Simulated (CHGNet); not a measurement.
# NiAs-type NiSb

The numbers are results of the machine-learned potential CHGNet-r²SCAN (trained on r²SCAN data), not measurements.

Cell (relaxed at this level):

```
NiSb
1.0
    3.92004     0.00000     0.00000
   -1.96002     3.39486     0.00000
    0.00000     0.00000     5.15345
Ni Sb
2 2
Direct
  0.00000   0.00000   0.00000
  0.00000   0.00000   0.50000
  0.66667   0.33333   0.75000
  0.33333   0.66667   0.25000
```

For NiAs-type NiSb, the lattice constant a is 3.920 Å and the c axis length is 5.153 Å.

Measured, for comparison: lattice constant a 3.946 Å, lattice parameter c 5.148 Å (temperature not stated, no zero-point or thermal correction; as tabulated in Wikipedia's data pages). Computed (rounded) less measured: lattice constant a -0.7 %, lattice parameter c +0.1 %. A static lattice is as a rule a little smaller and stiffer than an uncorrected measurement, which narrows the difference in the lattice constant a and would widen misses of the other sign.

A machine-learned potential is trained on density-functional data: it inherits that level's misses and adds fitting errors of its own.

Note: the model gives imaginary modes for this phase (in the spectrum interpolated from a supercell).
